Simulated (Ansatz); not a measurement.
A set of related cells and their Bader charge of O.

Cell A: a supercell of 32 sites of Ag (fcc, Fm-3m) with O off the lattice sites (4 Ag at 2.11 Å); spin state with PBE: run without spin, k-point mesh 5×5×5.
```
CELL_PARAMETERS angstrom
      8.29571     0.00000     0.00000
      0.00000     8.29571     0.00000
      0.00000     0.00000     8.29571
ATOMIC_POSITIONS crystal
  Ag 0.97795 0.97795 0.97795
  Ag 0.97795 0.27205 0.27205
  Ag 0.27205 0.97795 0.27205
  Ag 0.27205 0.27205 0.97795
  Ag 0.99943 0.99943 0.50194
  Ag 0.99943 0.25057 0.74806
  Ag 0.25057 0.99943 0.74806
  Ag 0.25057 0.25057 0.50194
  Ag 0.99943 0.50194 0.99943
  Ag 0.99943 0.74806 0.25057
  Ag 0.25057 0.50194 0.25057
  Ag 0.25057 0.74806 0.99943
  Ag 0.99907 0.50478 0.50478
  Ag 0.99907 0.74522 0.74522
  Ag 0.25093 0.50478 0.74522
  Ag 0.25093 0.74522 0.50478
  Ag 0.50194 0.99943 0.99943
  Ag 0.50194 0.25057 0.25057
  Ag 0.74806 0.99943 0.25057
  Ag 0.74806 0.25057 0.99943
  Ag 0.50478 0.99907 0.50478
  Ag 0.50478 0.25093 0.74522
  Ag 0.74522 0.99907 0.74522
  Ag 0.74522 0.25093 0.50478
  Ag 0.50478 0.50478 0.99907
  Ag 0.50478 0.74522 0.25093
  Ag 0.74522 0.50478 0.25093
  Ag 0.74522 0.74522 0.99907
  Ag 0.49974 0.49974 0.49974
  Ag 0.49974 0.75026 0.75026
  Ag 0.75026 0.49974 0.75026
  Ag 0.75026 0.75026 0.49974
  O  0.12500 0.12500 0.12500
```

Cell B: a supercell of 32 sites of Ag (fcc, Fm-3m) with O off the lattice sites (6 Ag at 2.26 Å); spin state with PBE: run without spin, k-point mesh 5×5×5.
```
CELL_PARAMETERS angstrom
      8.29571     0.00000     0.00000
      0.00000     8.29571     0.00000
      0.00000     0.00000     8.29571
ATOMIC_POSITIONS crystal
  Ag 0.97716 0.00000 0.00000
  Ag 0.99951 0.25049 0.25049
  Ag 0.25000 0.00000 0.27284
  Ag 0.25000 0.27284 0.00000
  Ag 0.99531 0.00000 0.50000
  Ag 0.99951 0.25049 0.74951
  Ag 0.25000 0.00000 0.72716
  Ag 0.25000 0.25469 0.50000
  Ag 0.99531 0.50000 0.00000
  Ag 0.99951 0.74951 0.25049
  Ag 0.25000 0.50000 0.25469
  Ag 0.25000 0.72716 0.00000
  Ag 0.99868 0.50000 0.50000
  Ag 0.99951 0.74951 0.74951
  Ag 0.25000 0.50000 0.74531
  Ag 0.25000 0.74531 0.50000
  Ag 0.52284 0.00000 0.00000
  Ag 0.50049 0.25049 0.25049
  Ag 0.75000 0.00000 0.25469
  Ag 0.75000 0.25469 0.00000
  Ag 0.50469 0.00000 0.50000
  Ag 0.50049 0.25049 0.74951
  Ag 0.75000 0.00000 0.74531
  Ag 0.75000 0.25132 0.50000
  Ag 0.50469 0.50000 0.00000
  Ag 0.50049 0.74951 0.25049
  Ag 0.75000 0.50000 0.25132
  Ag 0.75000 0.74531 0.00000
  Ag 0.50132 0.50000 0.50000
  Ag 0.50049 0.74951 0.74951
  Ag 0.75000 0.50000 0.74868
  Ag 0.75000 0.74868 0.50000
  O  0.25000 0.00000 0.00000
```

Plane-wave PAW calculations with Ansatz (a quantum-chemistry and plane-wave program), its default PAW set, cutoff 420 eV. The structures are at rest with PBE, within the held lattices. Neutral cells; Fermi-Dirac smearing of at most 0.10 eV in the solids, energies taken to zero width. Larger cells are relaxed from a start prepared with the learned potential CHGNet, on a coarser mesh till forces fall under 0.03 eV/Å, which some starts already meet. No structure search was made; lower ones may exist. No correction for cell size. A dispersion term ran beside these levels; it doesn't touch the electrons. Electrons of density maxima off the nuclei are shared among the atoms. Mean over the atoms, with the range where they differ; positive means electrons lost.

**Question.** Give the Bader charge of O (e) at the level PBE, cell by cell.

**Answer.** 
```
cell    PBE
----  -----
A     -0.94
B     -0.98
```

With PBE the value of A exceeds that of B by 0.04 e.
